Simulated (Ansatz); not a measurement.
**Pressure series in CaO**

The parent structure is CaO in the rock salt structure (space group Fm-3m, No. 225; a = 4.795 Å).

Cell and atoms are relaxed at each pressure.

Calculations: r2SCAN/PAW in Ansatz (a program for electronic structure), no SOC.

```csv
P (GPa),V (Å³/atom)
-2.00,14.027
-1.00,13.901
1.79,13.576
4.21,13.326
9.01,12.891
18.00,12.235
30.02,11.562
45.02,10.921
60.02,10.416
```

**Question.** Fit a third-order Birch–Murnaghan equation of state.

**Answer.** Least squares on P(V) = (3B₀/2)[(V₀/V)^(7/3) − (V₀/V)^(5/3)]·[1 + (3/4)(B₀′ − 4)((V₀/V)^(2/3) − 1)] gives V₀ = 13.78 Å³/atom, B₀ = 117 GPa and B₀′ = 4.3.

Measured bulk modulus of CaO: 120 GPa (0 K or low temperature; as listed in Wei Chen et al., Physical Review Materials (2018)); the computed value is 2 % below it.

Load acts through the strain it causes; cell and atoms are relaxed under it. Stability against distortions was not tested. Competing high-pressure phases were not computed.
